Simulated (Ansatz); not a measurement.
## Effect of uniaxial strain ε_xx = −5.24 % on GaCuSe2

Base system: GaCuSe2 in the chalcopyrite structure (space group I-42d, No. 122; a = 5.608 Å, c = 11.096 Å). Axes: x, y, z lie along a, b, c of the conventional cell.

One thing is altered: the cell is compressed by 5.24 % along x with no lateral relaxation; the atoms relax in the strained cell.

The values are results of Ansatz (a first-principles code) r2SCAN, no spin-orbit coupling, earlier PAW set, not measurements. Γ-centred 8×8×8 mesh, Fermi–Dirac width 0.05 eV.

The volume per atom falls by 1.14 Å³ (21.81 Å³ → 20.67 Å³) and the space group goes from I-42d (No. 122) to I2_12_12_1 (No. 24). The shortest interatomic distance falls by 0.048 Å, from 2.408 Å to 2.360 Å and the energy rises by 19 meV/atom. The band gap goes up by 0.22 eV to 0.79 eV and the gap character is still direct at Γ. The valence-band top at Γ (three highest levels, from the VBM) becomes 0.00, -0.04, -0.17 eV (base: 0.00, -0.11, -0.11 eV) and the largest internal atomic displacement amounts to 0.022 Å. The stress (xx, yy, zz, yz, xz, xy; compression positive) comes out as (5.50, 3.54, 3.58, 0.00, 0.00, 0.00) GPa.

Cost of the whole job for the changed cell (relaxation, final SCF and bands): roughly 17 core-minutes.

Stability against distortions was not tested. The final runs are not spin-polarised. k-point labels follow each cell's own Brillouin zone.
